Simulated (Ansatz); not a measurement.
Base system: ZnO in the wurtzite structure (space group P6_3mc, No. 186; a = 3.2308 Å, c = 5.2158 Å). Axes: x lies along a and z along c of the hexagonal cell.

The change: uniaxial stress, 8 GPa compression along x; all other stress components relax to zero.

Levels (all Ansatz, a program for electronic structure, PAW, earlier PAW set): PBEsol (420 eV, spin-orbit coupling left out); r2SCAN (500 eV, no SOC); HSE06 (420 eV, no SOC); PBEsol+SOC (420 eV, spin-orbit coupling included).

One geometry, relaxed with PBEsol, under each level:

The valence-band top lists the three highest levels at Γ (Kramers pairs under SOC), from the VBM.

```csv
level,band gap,lowest conduction level above the VBM at special points,valence-band top at Γ,electron mass,pressure
PBEsol,0.56 eV,Γ 0.56 eV; Z 3.25 eV; T 5.40 eV; R 5.41 eV,"0.00, -0.22, -0.25 eV","0.12 mₑ along x, 0.14 mₑ along y, 0.13 mₑ along z (at Γ)",2.67 GPa
r2SCAN,[?],[?],–,[?],[?]
HSE06,2.38 eV,Γ 2.38 eV; Z 5.16 eV; T 7.38 eV,–,–,–
PBEsol+SOC,0.56 eV,Γ 0.56 eV; Z 3.25 eV; T 5.40 eV; R 5.40 eV,"0.00, -0.22, -0.26 eV","0.12 mₑ along x, 0.14 mₑ along y, 0.13 mₑ along z (at Γ)",2.65 GPa
```

Problem. Give the withheld r2SCAN results.

Solution. 
- r2SCAN, band gap: 1.10 eV
- r2SCAN, lowest conduction level above the VBM at special points: Γ 1.10 eV; Z 3.82 eV; T 6.10 eV; R 6.10 eV
- r2SCAN, electron mass: 0.18 mₑ along z, 0.19 mₑ across (at Γ)
- r2SCAN, pressure: 3.07 GPa

Single points use the geometry relaxed with PBEsol. Their cutoffs differ, which shifts pressures a little. Differences between runs with and without spin-orbit coupling are approximate. Load acts through the strain it causes; cell and atoms are relaxed under it. Effective masses come from finite differences of ±0.01 Å⁻¹. Stability under load was not tested beyond the relaxation. Labels are those of the standard path for the cell's own space group.
